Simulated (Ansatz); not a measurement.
The starting structures come from a database of crystals and need not be the phases stable at ambient conditions.

 Where the default PAW files enter, the runs use the earlier of Ansatz's two default sets.

Given:

```
WO3
1.0
    3.80821     0.00000     0.00000
    0.00000     7.43737     0.00000
    0.00000     0.00000     7.58915
W O
4 12
Direct
  0.94486   0.23260   0.73260
  0.05514   0.26740   0.23260
  0.94486   0.76740   0.26740
  0.05514   0.73260   0.76740
  0.48901   0.24530   0.74530
  0.51099   0.25470   0.24530
  0.48901   0.75470   0.25470
  0.51099   0.74530   0.75470
  0.99521   0.00514   0.25080
  0.00479   0.74920   0.00514
  0.99521   0.99486   0.74920
  0.00479   0.25080   0.99486
  0.00479   0.49486   0.75080
  0.99521   0.75080   0.50514
  0.00479   0.50514   0.24920
  0.99521   0.24920   0.49486
```

Space group of this cell: P2_12_12. The cell is strained (lengths across the current scaled by 0.98, ions clamped); by PBEsol its mean pressure is 8.9 GPa.

Transport runs along the normal of the first two printed cell vectors.

The gap is the functional's own. No spin-orbit coupling. Mid-gap values are interpolated on the energy grid.

Compute, with PBEsol (Ansatz, a program for electronic structure), the band gap and the smallest decay constant κ at mid-gap.

Gap 1.22 eV on a 8×4×4 mesh; κ = 0.168 1/Å, at the zone centre.
